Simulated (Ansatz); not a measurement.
**Habitual settings against a tight run: TiSi (Pnma, 8 atoms in the cell)**

Self-consistent single point.

```
CELL_PARAMETERS angstrom
      6.54544     0.00000     0.00000
      0.00000     3.65026     0.00000
      0.00000     0.00000     5.01895
ATOMIC_POSITIONS crystal
  Ti 0.67568 0.25000 0.37178
  Ti 0.32432 0.75000 0.62822
  Ti 0.82432 0.75000 0.87178
  Ti 0.17568 0.25000 0.12822
  Si 0.54393 0.25000 0.85540
  Si 0.45607 0.75000 0.14460
  Si 0.95607 0.75000 0.35540
  Si 0.04393 0.25000 0.64460
```

Method of the run: PBEsol, harder PAW files (source: ansatz) made with PBE (plane waves; Ansatz, an electronic-structure program).

Base settings: basis.ecutwfc = 54.4 Ry; kpoints.mp_grid.grid = 4 6 5; hamiltonian.xc = pbesol; hamiltonian.pseudopotentials = {kind: paw, source: ansatz}; scf.occupations.method = fermi_dirac; scf.occupations.width = 0.01 Ry.

Tight run (finer mesh or higher cutoff; not a proven limit): basis.ecutwfc: 54.4 Ry → 76.1 Ry; kpoints.mp_grid.grid: 4 6 5 → 6 9 7; scf.convergence.dr2_threshold: default (1e-07 eV) → 1e-09 eV. It gave Fermi level (on the code's own zero) 12.61 eV; pressure -4.60 GPa; largest force (vector length) 0.092 eV/Å.

Quick runs, as changes from the base:
- A: the base itself
- B: basis.ecutwfc: 54.4 Ry → 43.4 Ry; kpoints.mp_grid.grid: 4 6 5 → 2 2 2; scf.occupations.method: fermi_dirac → gaussian; scf.occupations.width: 0.01 Ry → 0.0367 Ry; scf.convergence.dr2_threshold: default (1e-07 eV) → 0.0001 eV
- C: basis.ecutwfc: 54.4 Ry → 32.7 Ry; kpoints.mp_grid.grid: 4 6 5 → 6 6 6; scf.occupations.width: 0.01 Ry → 0.0147 Ry
- D: basis.ecutwfc: 54.4 Ry → 32.7 Ry; kpoints.mp_grid.grid: 4 6 5 → 3 3 3; kpoints.mp_grid.shift: default → 0.5 0.5 0.5

Energies are extrapolated to zero smearing width, which holds to low order in the width alone.

The count of work is k-points × plane waves × bands × iterations; it is no time. 

Pressures in the table are Ansatz's without its Pulay estimate, at a fixed set of plane waves; the tight run's value above holds the estimate.

The starting cell comes from a database of computed structures (which also holds hypothetical and non-ambient phases and stackings), without a prior relaxation at this level. Its lattice was rescaled by a random factor within 2.5 % of one. Spin polarisation is off. In the base run, with a pressure of about -5 GPa the cell is away from its equilibrium volume at this level.

```tsv
run	energy less tight (meV/atom)	pressure less tight (GPa)	largest miss in a force vector (eV/Å)	count of work / tight
A	0.4	0.02	0.016	0.24
B	55.7	0.48	0.284	0.035
C	107.7	-7.90	0.039	0.22
D	108.3	-8.12	0.133	0.023
```

Among the runs at the tight run's level, the energy misses run from 0.4 to 108.3 meV/atom.

Left out of this page: 2 runs of the series outside the window shown, repeating another row's setting, or not comparable.

Keys are those of Ansatz 0.2.
